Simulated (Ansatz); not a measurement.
The parent structure is Li₂Se in the anti-fluorite structure (space group Fm-3m, No. 225; a = 6.006 Å).

The values are results of PBE (Ansatz, a program for electronic structure, PAW, scalar-relativistic without spin-orbit coupling), not measurements.

Strains are applied to the cell and any free atomic positions relax.

One change was made to it. Results:

```tsv
quantity	base	after
hole mass (degenerate bands, along [100])	0.36, 0.83, 0.83 mₑ (at Γ)	0.36, 0.78, 0.78 mₑ (at Γ)
band gap	2.98 eV	2.94 eV
smallest direct gap	3.38 eV	3.57 eV
```

Task: Name the change that was made.
A. isotropic strain −1.00 %
B. isotropic strain −1.50 %
C. isotropic strain +2.00 %
D. isotropic strain −2.00 %

Result: B, isotropic strain −1.50 %. For comparison, the hole mass in the other runs: isotropic strain −1.00 % gives 0.36, 0.80, 0.80 mₑ (at Γ); isotropic strain −2.00 % gives 0.36, 0.77, 0.77 mₑ (at Γ); isotropic strain +2.00 % gives 0.36, 0.88, 0.88 mₑ (at Γ).

Masses are band curvatures over ±0.01 Å⁻¹ around the edge. Gaps are read on the SCF mesh and a high-symmetry path. Stability against distortions was not tested.
